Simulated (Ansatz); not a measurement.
The structure below was relaxed with r2SCAN (Ansatz, a first-principles code), scalar-relativistic without spin-orbit coupling, earlier PAW set.

Space group P6₃/mmc (No. 194); a = b = 2.7366 Å, c = 4.9236 Å, α = β = 90.00°, γ = 120.00°

```
atom  site  symmetry       x       y       z
----  ----  --------  ------  ------  ------
Mo      2d      -6m2  0.6667  0.3333  0.2500
```

**Question.** Write out a cell with all atoms.

**Answer.** 
```cif
data_Mo2
_chemical_formula_sum 'Mo2'
_space_group_name_H-M_alt 'P 1'
_space_group_IT_number 1
_cell_length_a 2.73659
_cell_length_b 2.73659
_cell_length_c 4.92358
_cell_angle_alpha 90.000
_cell_angle_beta 90.000
_cell_angle_gamma 120.000
loop_
_space_group_symop_operation_xyz
  'x, y, z'
loop_
_atom_site_label
_atom_site_type_symbol
_atom_site_fract_x
_atom_site_fract_y
_atom_site_fract_z
_atom_site_occupancy
Mo1 Mo 0.33333 0.66667 0.75000 1
Mo2 Mo 0.66667 0.33333 0.25000 1
```
This is the conventional cell.

Whether these cells are dynamically stable was not tested. The final runs are not spin-polarised. The cell was made from Ru by this change: Ru → Mo; the result is a model cell, its experimental status unchecked. This is not the structure that Mo has at room temperature and ambient pressure.
